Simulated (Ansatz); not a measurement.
Hg (R-3m, No. 166, 1 atom in the cell), treated with PBE+SOC in Ansatz (PAW).

The input as run:

Ansatz 0.2 input:
```yaml
crystal:
  lattice:
    - [2.1384429651, -2.0978086074, -0.3669181795]
    - [2.1384429651, 2.0978086074, -0.3669181795]
    - [0.6491673985, 0.0, 2.9473632127]
  atoms:
    - { symbol: Hg, position: [0.0, 0.0, 0.0] }
basis:
  ecutwfc: 520
  ecutrho_ratio: 4
  xc_grid: 2
kpoints:
  mp_grid: { grid: [20, 20, 20] }
hamiltonian:
  xc: pbe
  dispersion: none
  pseudopotentials: { kind: paw }
scf:
  occupations: { method: fermi_dirac, width: 0.05 }
output:
  forces: false
  stress: true
  eigenvalues: true
magnetization:
  noncollinear: true
  spin_orbit: true
relax:
  f_tol: 0.004
  escape_saddle: false
  max_steps: 80
  cell: { stress_tol: 0.02, fix: [volume] }
```

Output (set-up and result lines):

```
Relaxation: its limit of steps is 80 (relax.max_steps)
Crystal: 1 atoms, lattice volume = 27.443 Å³
Basis set: ecut = 520 eV, 745 PW (Γ), exchange–correlation on 48×48×48 points (8 copies of the dense FFT grid, shifted against one another)
Bands: 28, of which v1, the nominal top of the filled ones, is band 20 counted from 1 (19 counted from 0)
Symmetry: 12 space group operations + 12 with time reversal
k-points: 781 of 8000
Initial density: superposition of atomic densities (chi_scale 0.1, normalization cell)
Functional: x = pbe(κ = 0.804, μ = 0.2195149727645171), c = pbe(β = 0.06672455060314922)
SCF 1 converged in 6 iterations: F = -13854.048448 eV  dr2 = 1.20e-8
Crystal: 1 atoms, lattice volume = 27.443 Å³
Initial density: handed on by an earlier stage of this run
SCF 2 converged in 5 iterations: F = -13854.048448 eV  dr2 = 1.20e-12
SCF converged after 5 iterations
Free energy (F): -13854.048448 eV
Internal energy: -13854.046182 eV  (E = F + TS)
E sigma→0 (E₀):  -13854.047315 eV
Fermi energy:    12.147735 eV
--- Forces (eV/Å), atoms counted from 1 ---
  atom   1  Hg     0.00000000     0.00000000    -0.00000000
--- Stress (GPa, compression-positive) ---
        0.518493      -0.000000       0.008098
        0.000000       0.500472       0.000000
        0.008098       0.000000       0.504111
  P = ⅓ Tr σ = 0.5077 GPa (5.077 kbar)
```

The cell is one volume of an energy–volume scan, off the minimum.

Note: the relaxation could not lower the start's symmetry, so the cell can be a saddle point above a distorted one.

It cost around 3 core-minutes (rough) of CPU time.

Ansatz is a quantum-chemistry and plane-wave program.
